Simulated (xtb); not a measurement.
xtb 6.7.1, GFN2-xTB: Hf(OH)4(HNMe2) (C[NH](C)->[Hf]([OH])([OH])([OH])[OH]), 19 atoms. The geometry is a generated start, not checked to be a minimum at this level.

```yaml
method: GFN2-xTB
"--acc": 1 (default)
"--etemp (K)": 300 (default)
detailed input (--input): "none: ANC optimiser, Lindh (1995) Hessian, microcycle=20, maxdispl=1.0, hlow=0.01 (default)"
basis_functions: 49
valence_electrons: 52
```

```xyz
19

Hf     0.5857    -0.8112    -0.5776
O      2.1430     0.2712    -0.6292
H      2.7072    -0.0428    -1.3450
O      0.4366    -2.0274     0.8714
H      0.5499    -2.9206     0.5275
O     -0.9312    -0.3859    -1.6273
H     -0.8545    -0.9633    -2.3935
O      1.2500    -2.1153    -1.8120
H      2.0646    -2.5089    -1.4766
C     -1.5210     0.3096     1.3448
N     -0.2023     0.7439     0.8883
C     -0.2621     2.0264     0.1900
H     -1.9930     1.0525     2.0022
H     -2.1509     0.1537     0.4657
H     -1.4176    -0.6364     1.8772
H      0.4213     0.8278     1.6918
H     -0.7003     2.8149     0.8167
H     -0.8723     1.8976    -0.7071
H      0.7470     2.3142    -0.1075
```

Charge 0 and multiplicity 1 are set for this test and not shown to be the ground state.

The structure is relaxed from this start with --opt LEVEL for the levels crude, sloppy, loose, lax, normal, tight, vtight, extreme, once each. Up to the end of the extreme run atoms move by at most 0.13 Å along an axis.

Which level is enough to come within 1 meV of the tightest end point?

normal: 6 cycles against 15, ending 0.029 meV above.

```csv
level,cycles,energy above the extreme run (meV),gradient norm (eV/Å)
crude,1,3.2,0.087
sloppy,1,3.2,0.087
loose,1,3.2,0.087
lax,1,3.2,0.087
normal,6,0.029,0.020
tight,7,0.015,0.0086
vtight,9,under 0.01,0.0075
extreme,15,—,0.0016
```
